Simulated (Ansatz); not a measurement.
# Ti2GeC: pressure series

Consider Ti2GeC (space group P6_3/mmc, No. 194; a cell from a computed database, its experimental status unchecked).

```yaml
crystal:
  lattice:
    - [3.05328, 0.00000, 0.00000]
    - [-1.52664, 2.64422, 0.00000]
    - [0.00000, 0.00000, 12.88726]
  atoms:
    - { symbol: Ti, position: [0.66667, 0.33333, 0.58916] }
    - { symbol: Ti, position: [0.33333, 0.66667, 0.41084] }
    - { symbol: Ti, position: [0.33333, 0.66667, 0.08916] }
    - { symbol: Ti, position: [0.66667, 0.33333, 0.91084] }
    - { symbol: Ge, position: [0.66667, 0.33333, 0.25000] }
    - { symbol: Ge, position: [0.33333, 0.66667, 0.75000] }
    - { symbol: C, position: [0.00000, 0.00000, 0.50000] }
    - { symbol: C, position: [0.00000, 0.00000, 0.00000] }
```

Cell and atoms are relaxed at each pressure.

Calculations: PBEsol (Ansatz, a quantum-chemistry and plane-wave program), spin-orbit coupling left out.

Notes on the quantities. enthalpy: H = E + PV relative to the base's energy.

```tsv
change	lattice parameter a	enthalpy
base	3.053 Å	–
pressure 0.3 GPa	3.051 Å	+0.02 eV/atom
pressure 0.7 GPa	3.048 Å	+0.06 eV/atom
pressure 1.5 GPa	3.043 Å	+0.12 eV/atom
pressure 3 GPa	3.035 Å	+0.24 eV/atom
```

Load acts through the strain it causes; cell and atoms are relaxed under it. Whether these cells are dynamically stable was not tested. The final runs are not spin-polarised.
